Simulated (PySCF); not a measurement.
PySCF 2.14.0, M06-L/def2-tzvp, df: silicon dioxide molecule (O=[Si]=O), 3 atoms. The geometry is a generated start, not checked to be a minimum at this level.

```yaml
task: energy and gradient
method: m06-l
basis: def2-tzvp
two_electron_scheme: density fitting
mol.max_memory: 7000 MB
mf.init_guess: minao (default)
mf.DIIS: CDIIS (default)
mf.diis_space: 8 (default)
mf.conv_tol: 1e-09 (default)
basis functions (reference run): 99
grid points (reference run): 287296
```

```xyz
3

O     -1.4903     0.0499     0.0187
Si     0.0001     0.0045     0.0000
O      1.4902    -0.0544    -0.0187
```
Charge 0, spin multiplicity 1.

Yardstick: the run with mf.grids.level = 8, which is not proven converged either. Single runs; times are not shown.

Measured:

```csv
setting,grid points,energy against the reference,difference in forces (largest component)
the reference,287296,—,—
mf.grids.level = 6,186424,+0.0043 meV/atom,0.51 meV/Å
mf.grids.level = 5,129512,−0.013 meV/atom,1.6 meV/Å
mf.grids.level = 4,85440,+0.083 meV/atom,0.73 meV/Å
mf.grids.level = 3 (default),47344,−0.26 meV/atom,2.7 meV/Å
mf.grids.level = 1,16776,+3.7 meV/atom,200 meV/Å
mf.grids.level = 0,3800,−870 meV/atom,850 meV/Å
```

**Question.** Predict the row for mf.grids.level = 2.

**Answer.** grid points: 34344; energy against the reference: +0.21 meV/atom; difference in forces (largest component): 34 meV/Å. Total energies are compared; such shifts often cancel in part in energy differences. The gradients leave out the derivatives of the grid weights.
